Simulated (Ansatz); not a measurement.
Start from Mg$_{2}$Ge in the anti-fluorite structure (space group Fm-3m, No. 225; a = 6.286 Å).

Calculations: LDA (Ansatz, a program for electronic structure; PAW; 420 eV plane waves; no spin-orbit coupling).

Strains are applied to the cell and any free atomic positions relax.

One change was made to it. Results:

```json
[
 {"quantity": "pressure", "base": "0.00 GPa", "after": "2.80 GPa"},
 {"quantity": "energy relative to the base (free energy F)", "base": "0 meV/atom", "after": "+7.7 meV/atom"}
]
```

Name the change that was made.
(A) isotropic strain +2.00 %
(B) isotropic strain +3.00 %
(C) isotropic strain −0.50 %
(D) isotropic strain −1.50 %
(E) isotropic strain +1.50 %

D, isotropic strain −1.50 %. For comparison, the pressure in the other runs: isotropic strain −0.50 % gives 0.87 GPa; isotropic strain +1.50 % gives -2.29 GPa; isotropic strain +3.00 % gives -4.14 GPa; isotropic strain +2.00 % gives -2.95 GPa.

Whether these cells are dynamically stable was not tested.
